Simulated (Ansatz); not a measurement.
Take Cu3N (space group Pm-3m, No. 221; a = 3.765 Å) as the base.

Computed with PBEsol (Ansatz, a program for electronic structure; PAW; 420 eV plane waves; no SOC).

Base values:

| Property | Value |
|---|---|
| Lattice parameter a | 3.765 Å |
| Valley order | M along ⟨110⟩ 0.02 eV; Γ 1.10 eV |
| Smallest direct gap | 0.55 eV |

Perturbation: a negative pressure, −2 GPa.

Task: Estimate the effect on the lattice parameter a.

Result: The lattice parameter a increases by 0.019 Å to 3.784 Å.

Task: How does this affect the valley order?

Result: The valley order (the lowest conduction-band minima on the path, energy above the VBM, named in the base's zone) becomes M along ⟨110⟩ 0.07 eV; Γ 1.05 eV (base: M along ⟨110⟩ 0.02 eV; Γ 1.10 eV).

Task: Predict the new smallest direct gap.

Result: The smallest direct gap goes up by 0.05 eV to 0.60 eV.

Load acts through the strain it causes; cell and atoms are relaxed under it. Stability against distortions was not tested. The final runs are not spin-polarised. The zero or small gap of Cu3N can change with the level of theory.
